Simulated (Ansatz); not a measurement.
Functionals compared on the (310) surface of bcc K in its 1x1 cell, outermost plane spacing 1.67 Å in the ideal cut, in Ansatz (plane waves, PAW). The structure was relaxed with PBE; the other rows are single points on it, each with its references at the same level. Cutoff 420 eV (500 eV for r2SCAN).

Model: 7-atom slab, 10.0 Å thick at the start (thin: gaps and levels are the slab's own), 8x5x1 mesh, Fermi-Dirac 0.1 eV, dipole correction, all atoms relaxed; held to the part of the start's symmetry that mesh and held atoms allow; no spin, no spin-orbit, no U. These notes are the PBE run's.

| functional | surface energy (J/m²) | work function of the top face (eV) | rough cost of the single point |
|---|---|---|---|
| PBE | 0.12 | 2.26 | – |
| LDA | 0.15 | 2.39 | very roughly 80 core-seconds |
| PBEsol | 0.13 | 2.27 | around 80 core-seconds (rough) |
| RPBE | 0.10 | 2.19 | very roughly 70 core-seconds |
| r2SCAN | ___ | ___ | very roughly 2.6 core-minutes |

### Question
Complete the blanks.

### Answer

- r2SCAN, surface energy (J/m²): 0.13
- r2SCAN, work function of the top face (eV): 2.23

Ansatz is a quantum-chemistry and plane-wave program.
